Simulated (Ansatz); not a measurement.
**How far to go with the k-point mesh: Ge2Mo (I4mm, 3 atoms in the cell)**

```yaml
crystal:
  lattice:
    - [-1.66840, 1.66840, 4.11366]
    - [1.66840, -1.66840, 4.11366]
    - [1.66840, 1.66840, -4.11366]
  atoms:
    - { symbol: Ge, position: [0.66775, 0.66775, 0.00000] }
    - { symbol: Ge, position: [0.33833, 0.33833, 0.00000] }
    - { symbol: Mo, position: [0.00000, 0.00000, 0.00000] }
```

Level of theory: LDA (PW92), default PAW files made with PBE (plane waves; Ansatz, a first-principles code).

Base settings: basis.ecutwfc = 420 eV; kpoints.mp_grid.grid = 14 14 14; hamiltonian.xc = lda; hamiltonian.pseudopotentials = {kind: paw} (the program's default PAW files); scf.occupations.method = gaussian; scf.occupations.width = 0.1 eV.

The second cell is the first with its lattice scaled by 0.98.

Only quantities that move along the ladder and can be compared are tabulated.

The starting cell comes from a database of computed structures (which also holds hypothetical and non-ambient phases and stackings), without a prior relaxation at this level. Its lattice was rescaled by up to half a per cent. One atom was moved a little off its site on purpose. Spin polarisation is off. In the base run, with a pressure of about -9 GPa the cell is away from its equilibrium volume at this level. Ansatz's pressure includes its estimate of the finite-basis (Pulay) stress.

```csv
kpoints.mp_grid.grid,free energy less the last step's (meV/atom),energy of the compressed cell less the first (meV/atom),pressure (GPa),largest difference of a force vector from the last step's (eV/Å)
2 2 2,63.07,-18.22,-8.39,0.210
3 3 3,61.16,-13.07,-7.39,0.284
4 4 4,2.07,-19.52,-8.56,0.078
5 5 5,3.48,-20.68,-8.70,0.025
6 6 6,-1.04,-20.36,-8.60,0.011
7 7 7,0.06,-20.38,-8.64,0.047
8 8 8,0.19,-20.55,-8.66,0.027
9 9 9,0.40,-19.89,-8.53,0.007
10 10 10,0.27,-20.10,-8.58,0.009
11 11 11,0.12,-20.21,-8.60,0.009
12 12 12,-0.09,-20.23,-8.60,0.001
13 13 13,0.04,-20.28,-8.61,0.000
14 14 14,-0.07,-20.16,-8.59,0.004
15 15 15,-0.07,-20.19,-8.60,0.003
16 16 16,-0.03,-20.21,-8.60,0.001
18 18 18,0.01,-20.24,-8.60,0.003
20 20 20,0.05,-20.22,-8.60,0.000
22 22 22,0.00,-20.20,-8.60,0.003
24 24 24,-0.02,-20.22,-8.60,0.000
27 27 27,0.01,-20.22,-8.60,0.001
30 30 30,0.00,-20.21,-8.60,0.001
33 33 33,0.00,-20.22,-8.60,0.000
37 37 37,0.00,-20.22,-8.60,0.000
41 41 41,0.00,-20.22,-8.60,0.000
```

Coarsest kpoints.mp_grid.grid that holds the free energy within 5 meV/atom of the last step, with all finer ones: 4 4 4; the step before is off by 61 meV/atom.

Coarsest kpoints.mp_grid.grid that holds the energy of the compressed cell less the first within 0.2 meV/atom of the last step, with all finer ones: 10 10 10; the step before is off by 0.33 meV/atom.

Coarsest kpoints.mp_grid.grid that holds the pressure within 1 GPa of the last step, with all finer ones: 4 4 4; the step before is off by 1.2 GPa.

The energy difference between the two cells stays within 1 meV/atom of the last step's from 4 4 4 on, the total only from 7 7 7 on: much of the error is common to both cells and cancels.

Left out of this page: 1 run of the series stopped by limits of time or memory.

Keys are those of Ansatz 0.2.
